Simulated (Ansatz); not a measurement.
**Thermal expansion of diamond Ge**

Method: quasi-harmonic lattice dynamics, DFT at the PBEsol level (Ansatz, a quantum-chemistry and plane-wave program); phonon mesh 5×5×5, k mesh 10×10×10. At this level the gap is small or closed, and a narrow smearing was used. The pressure is 5 GPa. The structure is held there; whether it is the stable one at that pressure was not tested.

```csv
T (K),α_L (10⁻⁶/K),C_P (J/mol/K),bulk modulus B_T (GPa),γ
100,0.8,13.7,89.7,0.20
200,3.1,20.7,88.8,0.51
300,3.9,22.9,87.8,0.58
400,4.3,23.8,86.8,0.61
500,4.5,24.3,85.8,0.62
600,4.7,24.5,84.7,0.63
700,4.8,24.7,83.7,0.64
800,4.9,24.9,82.6,0.65
900,5.1,25.0,81.5,0.66
```

| Quantity | Value |
|---|---|
| conventional lattice constants at 300 K | a = 5.565 Å |
| entropy at 300 K | 31.6 J/(mol K) |
| adiabatic bulk modulus at 300 K | 88.0 GPa |
| bulk modulus without vibrations | 91.0 GPa |
| zero-point volume expansion | 0.31 % |

No phase change or melting is allowed for: the numbers belong to this structure as given.
